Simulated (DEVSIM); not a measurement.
System: In0.52Al0.48As/In0.53Ga0.47As p-n heterojunction, at 450 K.

| layer (left to right) | material | thickness (μm) | Nd (cm⁻³) | Na (cm⁻³) | τn (s) | τp (s) |
|---|---|---|---|---|---|---|
| 1 | In0.52Al0.48As | 0.950 | - | 1.4e18 | 9.5e-10 | 9.5e-10 |
| 2 | In0.53Ga0.47As | 4.00 | 2e15 | - | 9.5e-10 | 9.5e-10 |

Left contact: ohmic. Right contact: ohmic. Voltage is applied to the left contact. Recombination: SRH at mid-gap, Auger. Mobility is constant in doping.

The device is made up for the run: typed textbook-type constants, with dimensions and the other settings drawn at random. Values at 300 K; Nc and Nv go as T^1.5, mobilities as T to minus their exponent, the gap by Varshni's rule with the affinity fixed.

```csv
parameter,In0.52Al0.48As,In0.53Ga0.47As
gap (eV),1.45,0.74
affinity (eV),4,4.51
permittivity,12.5,13.9
Nc (cm⁻³),5.1e17,2.1e17
Nv (cm⁻³),1.1e19,7.7e18
μn (cm²/Vs),4000,12000
μp (cm²/Vs),75,300
T exponent of μn,1.5,1.6
T exponent of μp,1.5,1.6
Cn (cm⁶/s),1e-30,5e-29
Cp (cm⁶/s),1e-30,5e-29
Varshni α (eV/K),0.00042,0.00035
Varshni β (K),180,190
```

Model (solved in DEVSIM): 1D drift-diffusion, Boltzmann statistics, complete ionisation; no tunnelling, impact ionisation, image-force lowering or self-heating. Band offsets follow the typed affinities; no thermionic-emission limit at abrupt steps, no polarisation charge.

Problem. Tabulate band edges, carrier densities and field at zero bias.

Solution. Energies count from the Fermi level of the right contact; mesh points crowd at the junctions.

```csv
x (μm),Ec (eV),Ev (eV),n (cm⁻³),p (cm⁻³),field (V/cm)
0.000,1.290,-0.104,3300,1.4e18,≈ 0
0.007434,1.290,-0.104,3300,1.4e18,≈ 0
0.02626,1.290,-0.104,3300,1.4e18,≈ 0
0.07394,1.290,-0.104,3300,1.4e18,≈ 0
0.2599,1.290,-0.104,3300,1.4e18,≈ 0
0.6075,1.290,-0.104,3300,1.4e18,≈ 0
0.8177,1.290,-0.104,3300,1.4e18,≈ 0
0.9140,1.290,-0.104,3300,1.4e18,-170
0.9387,1.272,-0.122,5400,8.7e17,-39000
0.9485,1.176,-0.218,64000,7.3e16,-180000
0.9544,0.581,-0.112,1.2e11,7.8e17,-90000
0.9765,0.481,-0.213,1.6e12,5.9e16,-27000
1.025,0.397,-0.296,1.4e13,6.8e15,-12000
1.149,0.295,-0.399,1.9e14,4.8e14,-5800
1.666,0.205,-0.489,2.0e15,4.8e13,-140
2.783,0.203,-0.490,2.0e15,4.6e13,≈ 0
4.030,0.203,-0.490,2.0e15,4.6e13,≈ 0
4.592,0.203,-0.490,2.0e15,4.6e13,≈ 0
4.852,0.203,-0.490,2.0e15,4.6e13,≈ 0
4.915,0.203,-0.490,2.0e15,4.6e13,≈ 0
4.939,0.203,-0.490,2.0e15,4.6e13,≈ 0
4.950,0.203,-0.490,2.0e15,4.6e13,≈ 0
```
